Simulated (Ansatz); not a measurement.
Base system: CdS in the wurtzite structure (space group P6_3mc, No. 186; a = 4.197 Å, c = 6.829 Å). Axes: x lies along a and z along c of the hexagonal cell.

Level of theory: PBE (Ansatz, a quantum-chemistry and plane-wave program), no SOC.

For the base:

The valence-band top at Γ comes out as 0.00, 0.00, -0.04 eV and the band gap comes out as 1.11 eV.

One thing is altered: biaxial strain +2.80 %, plane normal [001], relaxed out of plane (Cartesian); in-plane vectors clamped, the third vector and the atoms free.

Problem. Predict the new valence-band top at Γ and band gap.

Solution. The valence-band top at Γ (three highest levels, from the VBM) becomes 0.00, -0.09, -0.09 eV (base: 0.00, 0.00, -0.04 eV); the band gap falls by 0.11 eV (1.11 eV → 1.00 eV).

Stability against distortions was not tested.
